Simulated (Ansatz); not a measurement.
Refining one setting for Ti3Ag (P4/mmm, 4 atoms in the cell)

```
CELL_PARAMETERS angstrom
      4.18993     0.00000     0.00000
      0.00000     4.18993     0.00000
      0.00000     0.00000     3.95276
ATOMIC_POSITIONS crystal
  Ti 0.00000 0.50000 0.50000
  Ti 0.50000 0.00000 0.50000
  Ag 0.00000 0.00000 0.00000
  Ti 0.50000 0.50000 0.00000
```

Method: PBEsol, default PAW files made with PBE (plane waves; Ansatz, a first-principles code).

The starting cell comes from a database of published, mostly measured structures (it also holds non-ambient and calculated ones), without a prior relaxation at this level. Its lattice was rescaled by a random factor within 2.5 % of one. Spin polarisation is off. In the base run, with a pressure of about -6 GPa the cell is away from its equilibrium volume at this level. Ansatz's pressure includes its estimate of the finite-basis (Pulay) stress.

Held fixed: kpoints.mp_grid.grid = 10 10 11; hamiltonian.xc = pbesol; hamiltonian.pseudopotentials = {kind: paw} (the program's default PAW files); scf.occupations.method = cold; scf.occupations.width = 0.05 eV.

ΔF is the free energy per atom less that of the last row (1e-12 eV).

Ansatz starts here from atomic densities corrected by a trained network and corrects its stress for the error left by an unfinished SCF, so loose thresholds cost less than they might elsewhere.

| scf.convergence.dr2_threshold | ΔF (meV/atom) | pressure (GPa) | iterations |
|---|---|---|---|
| 0.1 eV | 1.04 | -6.06 | 2 |
| 0.01 eV | 0.02 | -6.10 | 3 |
| 0.001 eV | 0.00 | -6.09 | 4 |
| 0.0001 eV | 0.00 | -6.09 | 4 |
| 1e-05 eV | 0.00 | -6.09 | 5 |
| 1e-06 eV | 0.00 | -6.09 | 6 |
| 1e-08 eV | 0.00 | -6.09 | 8 |
| 1e-10 eV | 0.00 | -6.09 | 9 |
| 1e-12 eV | 0.00 | -6.09 | 11 |

Pressure within 1 GPa of the last row: from scf.convergence.dr2_threshold = 0.1 eV on, the coarsest one. The value it settles on is -6.1 GPa at this level of theory and with the other settings as held.

Keys are those of Ansatz 0.2.
